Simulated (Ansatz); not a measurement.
**GaP, response to strain and stress**

Consider GaP in the zinc blende structure (space group F-43m, No. 216).

```
CELL_PARAMETERS angstrom
      0.00000     2.71923     2.71923
      2.71923     0.00000     2.71923
      2.71923     2.71923     0.00000
ATOMIC_POSITIONS crystal
  P  0.75000 0.75000 0.75000
  Ga 0.00000 0.00000 0.00000
```

Cartesian axes are those of the cell as printed.

Strains are applied to the cell and any free atomic positions relax; under stress the whole cell relaxes.

The values are results of Kohn–Sham DFT with the PBEsol functional, run in Ansatz (a first-principles code) with PAW and 420 eV plane waves, no spin-orbit coupling, not measurements.

Candidates:
(a) uniaxial stress, 1 GPa tension along z
(b) uniaxial strain ε_xx = −2.15 %
(c) uniaxial stress, 5 GPa tension along z
(d) isotropic strain −3.19 %
(e) strain tensor (xx, yy, zz, yz, xz, xy) = (+2.52, −0.54, −1.02, −0.44, +1.29, −0.62) %

Notes on the quantities. energy relative to the base: free energy F.

Q: Order them by energy relative to the base, highest first.

A: (d) isotropic strain −3.19 % (+55 meV/atom), (c) uniaxial stress, 5 GPa tension along z (+15 meV/atom), (e) strain tensor (xx, yy, zz, yz, xz, xy) = (+2.52, −0.54, −1.02, −0.44, +1.29, −0.62) % (+7.6 meV/atom), (b) uniaxial strain ε_xx = −2.15 % (+4.0 meV/atom), (a) uniaxial stress, 1 GPa tension along z (+0.6 meV/atom)

Stability under load was not tested beyond the relaxation.
